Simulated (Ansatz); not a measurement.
The starting structures come from a database of crystals and need not be the phases stable at ambient conditions.

Evanescent states of Mg(SbO₃)₂ (P4_2/mnm, not sure to be the ambient phase, 18 atoms a cell, 11.2 Å³ an atom) along the normal of (110)

The numbers are results of r2SCAN (plane waves, PAW; Ansatz, an electronic-structure program), not measurements.

The gap is the functional's own, uncorrected, and κ follows it; spin-orbit coupling is left out. Mid-gap values are interpolated between the computed energies.

Energies count from the valence-band top; κ is the least over a 6×4 mesh across the current.

| E (eV) | κ (1/Å) | where |
|---|---|---|
| 0.06 | 0.140 | Γ |
| 0.17 | 0.236 | Γ |
| 0.28 | 0.249 | Γ |
| 0.39 | 0.252 | Γ |
| 0.49 | 0.254 | Γ |
| 0.60 | 0.255 | Γ |
| 0.71 | 0.254 | Γ |
| 0.82 | 0.252 | Γ |
| 0.94 | 0.248 | Γ |
| 1.04 | 0.243 | Γ |
| 1.16 | 0.236 | Γ |
| 1.26 | 0.228 | Γ |
| 1.38 | 0.218 | Γ |
| 1.49 | 0.206 | Γ |
| 1.59 | 0.192 | Γ |
| 1.71 | 0.175 | Γ |
| 1.81 | 0.153 | Γ |
| 1.93 | 0.127 | Γ |
| 2.04 | 0.089 | Γ |

How thick must the barrier be to attenuate the transmission by 10^8 when the electrodes' Fermi level lies at 2.04 eV, and what attenuation does that film give at 0.17 eV?

d = 8 ln 10 / (2 × 0.089) = 103.5 Å. At 0.17 eV it gives 8 × 0.236/0.089 = 21.2 decades.
